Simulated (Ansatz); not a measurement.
Input and output of a relaxation of cell and atoms for KNaCl₂ (R-3m, 4 atoms in the cell) (Ansatz, a program for electronic structure).

Computed with LDA (PW92), PAW files made with PBE (plane waves; Ansatz).

```
CELL_PARAMETERS angstrom
      2.08632     1.20454     6.94949
     -2.08632     1.20454     6.94949
      0.00000    -2.40908     6.94949
ATOMIC_POSITIONS crystal
  K  0.50000 0.50000 0.50000
  Na 0.00000 0.00000 0.00000
  Cl 0.74047 0.74047 0.74047
  Cl 0.25953 0.25953 0.25953
```

Reference input (self-consistent single point, DFT, LDA (PW92), plane waves, PAW files made with PBE): kpoints.mp_grid.grid = 8 8 8; hamiltonian.xc = lda; hamiltonian.pseudopotentials = {kind: paw} (the program's default PAW files); scf.occupations.method = fixed. This run's input differs from it in these lines:

```diff
@@ -18,2 +18,4 @@
   occupations: { method: fixed }
+relax:
+  cell: {}
 output:
```

Output (repeated stretches shortened):

```
   [... SCF lines of the steps left out ...]
relax step   1: F+E_penalty+E_count = -5058.50724285 eV  Δ(F+E_penalty+E_count) = +0.000e0 eV  max|allowed force component| = 6.442e-2 eV/Å  Δτ_max = 0.0000 Å  P = -1.969 GPa  Ω = 104.787 Å³  (8 SCF iters, dr2 threshold 1.00e-7 eV, accepted)
relax step   2: F+E_penalty+E_count = -5058.55733618 eV  Δ(F+E_penalty+E_count) = -5.009e-2 eV  max|allowed force component| = 3.032e-2 eV/Å  Δτ_max = 0.0201 Å  P = -0.825 GPa  Ω = 99.314 Å³  energy of the carried Pulay correction = +1.770e-4 eV  (5 [...]
   [... lines left out ...]
relax step   5: F+E_penalty+E_count = -5058.56647432 eV  Δ(F+E_penalty+E_count) = -6.423e-5 eV  max|allowed force component| = 9.647e-4 eV/Å  Δτ_max = 0.0044 Å  P = -0.010 GPa  Ω = 96.124 Å³  energy of the carried Pulay correction = +2.846e-4 eV  (4 [...]
relax step   6: F+E_penalty+E_count = -5058.56621892 eV  Δ(F+E_penalty+E_count) = +2.554e-4 eV  max|allowed force component| = 1.046e-3 eV/Å  Δτ_max = 0.0000 Å  P = -0.011 GPa  Ω = 96.124 Å³  stress off target by 1.19e-2 GPa  SCF on the basis [...]
basis re-selected at this cell: Δ(F+E_penalty+E_count) = +2.554e-4 eV, ΔP = -0.001 GPa vs the last step
the relaxation is at rest under the 12 symmetry operations that the run kept from its start: a minimum is not shown …
Stability not checked: this state was not tested for a lower state beside it, because too few of the mixer's solves of this state at the end of the SCF gave a …
Free energy (F): -5058.566219 eV
Internal energy: -5058.566219 eV  (E = F + TS)
   [... lines left out ...]
Fermi energy:    1.553401 eV
  cell:  # Å, volume = 96.1240 Å³
   [... lines left out ...]
    - [2.0323008828800523e-33, -2.3455624175697465, 6.724904158264969]
  atoms:
    - { symbol: K, position: [0.5000000000000001, 0.5000000000000001, 0.5] }
    - { symbol: Na, position: [3.129585814591363e-27, 3.1295862107649905e-27, -6.25917210110202e-27] }
    - { symbol: Cl, position: [0.7407419231206892, 0.7407419231206892, 0.7407419231206891] }
    - { symbol: Cl, position: [0.25925807687931074, 0.25925807687931074, 0.25925807687931063] }
```

The run converged. 

Summary of the result:
```
Item                                                                                Result
------------------------------------------------  ----------------------------------------
Free energy E − TS (on the zero of these files)                              -5058.5662 eV
Top of the valence band (on the code's own zero)                                   1.55 eV
Gap on the k-point mesh                                                            5.00 eV
Pressure                                                                         -0.01 GPa
Largest force (vector length)                                                   0.001 eV/Å
Final cell                                        a = b = c = 7.1222 Å, α = β = γ = 33.14°
Final volume per atom                                                             24.03 Å³
Relaxation steps                                                                         6
```

The starting cell comes from a database of computed structures (which also holds hypothetical and non-ambient phases and stackings), without a prior relaxation at this level. The relaxation keeps the symmetry of its start, so its end need not be a minimum. Ansatz's pressure includes its estimate of the finite-basis (Pulay) stress.

Cost on one core of a shared machine: roughly 30 s.

Keys are those of Ansatz 0.2.
